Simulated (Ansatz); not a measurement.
**SnO: energy against strain**

SnO (litharge, P4/nmm, 16.180 Å³/atom at rest, c along z) under a strain ε along a (axis x), the other axes held. PBEsol-D3(BJ) in Ansatz, a plane-wave DFT program (PAW, default set), 420 eV, 15×15×13 Γ-centred mesh, Fermi-Dirac smearing 0.10 eV; ions are relaxed within the symmetry of each cell.

Here s stands for strain and y for E less E0.

```csv
strain (%),E less E0 (meV/atom)
-1.20,0.85
-0.60,0.24
0.00,0.00
0.60,0.12
1.20,0.61
3.00,?
```

The 5 complete rows are fitted with a parabola, y against s. Least squares gives y = -0.002 - 0.1000·s + 0.5079·s². Residuals (row less fit): 0.001, -0.001, 0.002, -0.001, 0.001; standard error 0.002 (degrees of freedom: 2). Twice the quadratic coefficient over the volume, 2 × 0.5079 meV × 10⁴ × 0.1602 / 16.180 Å³, is the elastic constant C11 = 101 ± 0.4 GPa.

Q: Predict the withheld y at s = 3.00 from the fit, and compare with the calculation.

A: y = -0.002 - 0.1000 × 3.0 + 0.5079 × 3.0² = 4.269 meV/atom. The calculation gives 4.14 meV/atom, 0.129 meV/atom below the prediction (3.1 % of the range of y in the table). The row lies outside the fitted rows, so this is an extrapolation. The fitted rows scatter only by rounding.

One order more, fitted to all 11 runs of the series, follows each within 0.01, so the miss is the next term of a smooth law. This level leaves no gap over 0.05 eV at strain -1.20, -0.60, 0.00, 0.60, 1.20, 3.00, where the mesh may be coarse. Rows are the converged runs of the series near zero and its far end; series whose fitted rows scatter by over a few per cent of the range, as at a crossing or softening among them, aren't shown in this form. Most that stay on the fit to the last digits aren't either.
